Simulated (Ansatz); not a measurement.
**PBE against PBEsol: WSi2**

Start from WSi$_{2}$ (space group I4/mmm, No. 139; a = 3.229 Å, c = 7.868 Å).

(Cell as relaxed with PBE.)

Levels (all Ansatz, a first-principles code, PAW, earlier PAW set): PBE (420 eV, no spin-orbit coupling); PBEsol (420 eV, no spin-orbit coupling).

Each level relaxes its own structure.

```json
[
 {"quantity": "volume per atom", "PBE": "13.68 Å³", "PBEsol": "…"},
 {"quantity": "lattice parameter a", "PBE": "322.9 pm", "PBEsol": "…"},
 {"quantity": "lattice parameter c", "PBE": "786.8 pm", "PBEsol": "…"},
 {"quantity": "band gap", "PBE": "zero", "PBEsol": "…"}
]
```

Q: Predict the PBEsol column.

A: 
- volume per atom, PBEsol: 13.36 Å³
- lattice parameter a, PBEsol: 320.3 pm
- lattice parameter c, PBEsol: 781.6 pm
- band gap, PBEsol: zero

PBE's volume per atom lies 0.311 Å³ above PBEsol's (2.3 %); PBE's lattice parameter a lies 2.6 pm above PBEsol's (0.8 %); PBE's lattice parameter c lies 5.13 pm above PBEsol's (0.7 %); the two agree on the band gap. Neither level is exact; PBEsol is the comparison here, not a measurement.

No phonon test of stability was made. All final runs are without spin polarisation.
